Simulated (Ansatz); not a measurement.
Consider Li in the bcc (W type) structure (space group Im-3m, No. 229).

```
CELL_PARAMETERS angstrom
     -1.73874     1.73874     1.73874
      1.73874    -1.73874     1.73874
      1.73874     1.73874    -1.73874
ATOMIC_POSITIONS crystal
  Li 0.00000 0.00000 0.00000
```

Cartesian axes are those of the cell as printed.

Level of theory: plane-wave PAW DFT at the r2SCAN level (Ansatz, a first-principles code, 500 eV), scalar-relativistic without spin-orbit coupling.

For the base:

| Quantity | Result |
|---|---|
| Shortest interatomic distance | 3.012 Å |

Now apply this change: biaxial strain −2.19 %, plane normal [001], relaxed out of plane (Cartesian); in-plane vectors clamped, the third vector and the atoms free.

What happens to the energy relative to the base?

The energy rises by 0.5 meV/atom.

Predict the new shortest interatomic distance.

The shortest interatomic distance decreases by 0.0072 Å to 3.004 Å.

Without a gap, meshes like the base's 19×19×19 leave anisotropic stresses uncertain by several tenths of a GPa, and small strain energies with them. Stability against distortions was not tested.
